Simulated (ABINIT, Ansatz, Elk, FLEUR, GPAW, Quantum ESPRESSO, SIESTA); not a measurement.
One structure in several programs: Si₂W (I4/mmm, 3 atoms in the cell)

Self-consistent single point, at a second geometry (lattice scaled by 0.98). First geometry:

```
CELL_PARAMETERS angstrom
     -1.60736     1.60736     3.90103
      1.60736    -1.60736     3.90103
      1.60736     1.60736    -3.90103
ATOMIC_POSITIONS crystal
  Si 0.33499 0.33499 0.00000
  Si 0.66501 0.66501 0.00000
  W  0.00000 0.00000 0.00000
```

Shared settings, as Ansatz (a first-principles code) writes them: kpoints.mp_grid.grid = 12 12 12; scf.occupations.method = fermi_dirac; scf.occupations.width = 0.05 eV. Potentials and cutoffs stand in the table.

```csv
code,model,ΔF from the first geometry (meV/atom),pressure (GPa),largest force (eV/Å),cutoff
SIESTA,"GGA PBE, numerical atomic orbitals TZP, PseudoDojo PBE standard norm-conserving potentials (rewritten from UPF to PSML)",61.0,20.77,0.287,grid 350 Ry
Ansatz,"PBE, default PAW files",58.9,20.57,0.316,default
GPAW,"PBE, GPAW PAW datasets PBE (gpaw-data 1.0.1)",63.1,21.59,0.329,600 eV
ABINIT,"PBE, norm-conserving pseudopotentials (PseudoDojo nc-sr-05 PBE standard)",59.3,20.64,0.318,74 Ry
Quantum ESPRESSO,"PBE, GBRV 1.5 ultrasoft (PBE) pseudopotentials",58.9,19.13,0.321,40 Ry
Elk,"PBE, all-electron FP-LAPW, Elk's shipped species files, LAPW+lo basis",56.7,–,–,rgkmax 7.5
FLEUR,"PBE, all-electron FLAPW (FLEUR), scalar-relativistic valence",61.1,–,0.330,Kmax 4.4 1/bohr
```

For Quantum ESPRESSO (by 1.4 GPa) the energy change implies a higher mean pressure, against the two pressures, than for the other programs: a sign of finite-basis (Pulay) stress.

A dash marks a value that a program does not give, or that is left out as unsure.

On Ansatz's run: spin-orbit coupling is off. Spin polarisation is off.

The spread over the programs that give each value: ΔF from the first geometry within 6.4 meV/atom; pressure within 2.46 GPa; largest force within 0.043 eV/Å.

SIESTA uses small atom-centred bases, whose incompleteness enters pressures, forces and empty levels differently from a plane-wave cutoff. Elk and FLEUR treat all electrons, but the usual bases taken here (sphere radii, linearisation, local orbitals, empty states) were not tested for convergence, so the values are no reference for the others. Ansatz's pressure is given at a fixed set of plane waves, as the other plane-wave codes print theirs; with its correction for the finite basis it is 20.62 GPa. In the pressure, Quantum ESPRESSO (by 1.48) lies more than 1 GPa from the median of the plane-wave programs.

The starting cell comes from a database of computed structures (which also holds hypothetical and non-ambient phases and stackings), without a prior relaxation at this level. For this run, on top of that: lattice scaled by 0.98.

Keys are those of Ansatz 0.2.
